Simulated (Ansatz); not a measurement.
Worked example: self-consistent single point of CoSn (P6/mmm, 6 atoms in the cell) in Ansatz (a quantum-chemistry and plane-wave program).

Computed with PBE with spin-orbit coupling (plane waves, PAW; Ansatz).

```xyz
6
Lattice="5.2476 0.0000 0.0000 -2.6238 4.5446 0.0000 0.0000 0.0000 4.1888" Properties=species:S:1:pos:R:3 pbc="T T T"
Co    -1.3119     2.2723     0.0000
Co     2.6238     0.0000     0.0000
Co     1.3119     2.2723     0.0000
Sn     2.6238     1.5149     2.0944
Sn     0.0000     3.0297     2.0944
Sn     0.0000     0.0000     0.0000
```

Reference input (self-consistent single point, DFT, PBE, plane waves, default PAW files): basis.ecutwfc = 420 eV; kpoints.mp_grid.grid = 6 6 7; hamiltonian.xc = pbe; hamiltonian.pseudopotentials = {kind: paw} (the program's default PAW files); scf.occupations.method = fermi_dirac; scf.occupations.width = 0.1 eV. This run's input differs from it in these lines:

Ansatz 0.2 input:
```diff
@@ -21,2 +21,5 @@
     kind: paw
+magnetization:
+  noncollinear: true
+  spin_orbit: true
 scf:
```

Output, abridged:

```
SCF iter   1: F=—  HF=-33466.849649 eV  |F-HF|=—  |Δ(HF+E_count)|=         —  Δρ=2.31e-1  dr2=6.07e1  dr2_m=0.00e0 (ungated)  ethr=3.10e-3  |M|=0.00e0 ∫|m|=0.00e0 μB  |m|>n=0.0e0 m-floor=0.0e0 τ_xc=0.0e0  β_m=0.30  ⟨swp⟩=6.4  Hψ=7286  notcnv=0  defer=94
all-band conjugate gradients solve this SCF's bands
preconditioner: auto → Kerker (q_TF=auto, 2.696 Å⁻¹)
spin=Noncollinear: Kerker preconditioning applied to the charge; magnetization (m_x, m_y, m_z) channels mix plain (no charge-response kernel on spin).
   [... lines left out ...]
SCF iter  12: F=—  HF=-33458.823648 eV  |F-HF|=—  |Δ(HF+E_count)|=   6.86e-8  Δρ=1.55e-5  dr2=2.07e-7  dr2_m=0.00e0 (ungated)  ethr=1.08e-10  |M|=0.00e0 ∫|m|=0.00e0 μB  |m|>n=0.0e0 m-floor=0.0e0 τ_xc=0.0e0  β_m=0.88  ⟨swp⟩=11.6  Hψ=6886  notcnv=0
SCF iter  13: F=-33458.823648 eV  HF=-33458.823648 eV  |F-HF|=4.72e-8  |Δ(HF+E_count)|=   1.57e-8  Δρ=9.85e-6  dr2=6.05e-8  dr2_m=0.00e0 (ungated)  ethr=1.08e-10  |M|=0.00e0 ∫|m|=0.00e0 μB  |m|>n=0.0e0 m-floor=0.0e0 τ_xc=0.0e0  ⟨swp⟩=2.9  Hψ=4891  notcnv=0
SCF 1 converged in 13 iterations: F = -33458.823648 eV  dr2 = 6.05e-8
Magnetization: |M| = 0.0000 μB,  M = (+0.0000, +0.0000, +0.0000) μB
Absolute magnetization: 0.0000 μB (∫|m|)
  site 0: m = (+0.0000, +0.0000, +0.0000) μB, |m| = 0.0000 μB  (R = 1.07 Å)
  site 1: m = (+0.0000, +0.0000, +0.0000) μB, |m| = 0.0000 μB  (R = 1.07 Å)
  site 2: m = (+0.0000, +0.0000, +0.0000) μB, |m| = 0.0000 μB  (R = 1.07 Å)
  site 3: m = (+0.0000, +0.0000, +0.0000) μB, |m| = 0.0000 μB  (R = 1.07 Å)
  site 4: m = (+0.0000, +0.0000, +0.0000) μB, |m| = 0.0000 μB  (R = 1.07 Å)
  site 5: m = (+0.0000, +0.0000, +0.0000) μB, |m| = 0.0000 μB  (R = 1.08 Å)
Free energy (F): -33458.823648 eV
Internal energy: -33458.692482 eV  (E = F + TS)
E sigma→0 (E₀):  -33458.758065 eV
Entropy (-TS):   -0.131166 eV (-21.861 meV/atom)
Fermi energy:    15.203142 eV
   [... lines left out ...]
  atom   1  Co     0.00000000     0.00000000     0.00000000
   [... zero for the other atoms too ...]
--- Stress (GPa, compression-positive) ---
        3.683289       0.000000       0.000000
        0.000000       3.683289       0.000000
        0.000000       0.000000       4.594016
  P = ⅓ Tr σ = 3.9869 GPa (39.869 kbar)
  The stress holds the Pulay correction. Without it, at fixed plane waves, as pw.x and ABINIT print it: P = 3.8758 GPa
```

The run converged in 13 iterations. Against the reference run the pressure hardly changes (4.02 to 3.99 GPa).

The starting cell comes from a database of computed structures (which also holds hypothetical and non-ambient phases and stackings), without a prior relaxation at this level. Its lattice was rescaled by a random factor within 2.5 % of one. With a pressure of about 4 GPa the cell is away from its equilibrium volume at this level. Ansatz's pressure includes its estimate of the finite-basis (Pulay) stress.

Cost on one core of a shared machine: roughly 60 s.
